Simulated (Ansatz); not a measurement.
Take BAs (space group P4_2/mnm, No. 136; a = 5.837 Å, c = 3.362 Å; a hypothetical phase, not in the database extracts checked) as the base. Axes: x, y, z lie along a, b, c of the conventional cell.

Perturbation: biaxial strain −2.39 %, plane normal [001], relaxed out of plane (Cartesian); in-plane vectors clamped, the third vector and the atoms free.

Levels (all Ansatz, a first-principles code, PAW): PBEsol (420 eV, spin-orbit coupling left out); r2SCAN (500 eV, spin-orbit coupling left out); HSE06 (420 eV, no spin-orbit coupling).

One geometry, relaxed with PBEsol, under each level:

```json
[
 {"level": "PBEsol", "band gap": "0.42 eV", "lowest conduction level above the VBM at special points": "Γ 0.42 eV; A 1.21 eV; R 1.28 eV; X 1.36 eV", "pressure": "5.39 GPa"},
 {"level": "r2SCAN", "band gap": "0.64 eV", "lowest conduction level above the VBM at special points": "Γ 0.64 eV; A 1.48 eV; R 1.54 eV; X 1.61 eV", "pressure": "6.90 GPa"},
 {"level": "HSE06", "band gap": "1.13 eV", "lowest conduction level above the VBM at special points": "Γ 1.13 eV; A 1.99 eV; R 2.03 eV", "pressure": "–"}
]
```

Single points use the geometry relaxed with PBEsol. Their cutoffs differ, which shifts pressures a little. Whether these cells are dynamically stable was not tested.
